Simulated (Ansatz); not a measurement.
The reference is WSe$_{2}$ in the rutile structure (space group P4_2/mnm, No. 136; a = 6.151 Å, c = 3.311 Å; a hypothetical phase, not in the database extracts checked).

Structures relaxed with PBEsol (Ansatz, a quantum-chemistry and plane-wave program), scalar-relativistic without spin-orbit coupling, earlier PAW set.

Base:

Simulated powder pattern, Mo Kα, λ = 0.71073 Å (kinematic, ideal powder, no thermal factors, no anomalous dispersion; the 10 strongest lines at most, above 2 %, up to 2θ = 40°):

```
2θ (°)  I/Imax (%)    hkl
------  ----------  -----
9.37           100  (110)
14.00           47  (101)
15.51           38  (111)
18.81           50  (220)
19.34           87  (211)
21.05           20  (310)
23.53           43  (301)
31.30           23  (222)
35.90           19  (431)
38.43           24  (521)
```

After one change:

Simulated powder pattern, Mo Kα, λ = 0.71073 Å (kinematic, ideal powder, no thermal factors, no anomalous dispersion; the 10 strongest lines at most, above 2 %, up to 2θ = 40°):

```tsv
2θ (°)	I/Imax (%)
9.41	100
14.11	48
15.61	38
18.88	50
19.45	87
21.14	20
23.65	43
31.52	23
36.06	19
38.61	23
```

Question: Which of these changes matches the shifts?
A. pressure 2.1 GPa
B. pressure 30 GPa
C. pressure 22.5 GPa
D. pressure 9 GPa

Answer: A, pressure 2.1 GPa. Its volume per atom is 20.54 Å³ against 20.88 Å³, and its space group is P4_2/mnm (No. 136).

Load acts through the strain it causes; cell and atoms are relaxed under it. No phonon test of stability was made. No other phases were tried under pressure. The final runs are not spin-polarised. WSe2 has a high density of states at the Fermi level and may be magnetic at this level.
